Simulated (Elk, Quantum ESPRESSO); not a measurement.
An Elk input for a self-consistent single point of GaP (F-43m, 2 atoms in the cell) (DFT, PBE, all-electron FP-LAPW, Elk's shipped species files, APW+lo basis with extra local orbitals):

```
tasks
  0

xctype
  20

rgkmax
  8.0

gmaxvr
  14.0

nxlo
  2

lorbcnd
  .true.

rmtscf
  0.91

lmaxi
  3

stype
  3

swidth
  0.000367493

scale
  1.889726125

avec
    0.0000000000    2.7250000000    2.7250000000
    2.7250000000    0.0000000000    2.7250000000
    2.7250000000    2.7250000000    0.0000000000

sppath
  './'

atoms
  2   : nspecies
  'Ga.in'   : spfname
  1   : natoms; atposl, bfcmt below
  0.0000000000  0.0000000000  0.0000000000    0.0 0.0 0.0
  'P.in'   : spfname
  1   : natoms; atposl, bfcmt below
  0.2500000000  0.2500000000  0.2500000000    0.0 0.0 0.0

ngridk
  5 5 5
```

Task: Translate this input to Quantum ESPRESSO.

Result: One input that does it (others would too):

```fortran
&control
    calculation = 'scf',
    prefix = 'gap',
    outdir = './out',
    pseudo_dir = './',
    tprnfor = .true.,
    tstress = .true.,
/
&system
    ibrav = 2,
    A = 5.4500000000,
    nat = 2,
    ntyp = 2,
    ecutwfc = 115,
    occupations = 'smearing',
    smearing = 'fermi-dirac',
    degauss = 0.000734986,
/
&electrons
    conv_thr = 1.0d-9,
/
ATOMIC_SPECIES
Ga    69.7230  Ga.upf
P     30.9738  P.upf
ATOMIC_POSITIONS angstrom
Ga    0.0000000000    0.0000000000    0.0000000000
P    -1.3625000000    1.3625000000    1.3625000000
K_POINTS automatic
5 5 5  0 0 0
```

Basis settings and potentials, where a program has them, do not carry over. This input uses DFT, PBE, plane waves, PseudoDojo stringent norm-conserving (PBE) pseudopotentials. Both were run: gap on the mesh 1.572 eV in Elk and 1.598 in Quantum ESPRESSO.

On Quantum ESPRESSO: the starting cell has typed, rounded lattice constants, without a prior relaxation at this level.

On Elk: the starting cell has typed, rounded lattice constants, without a prior relaxation at this level. Values depend on the basis (sphere radii, cutoffs, local orbitals), which need not be converged.
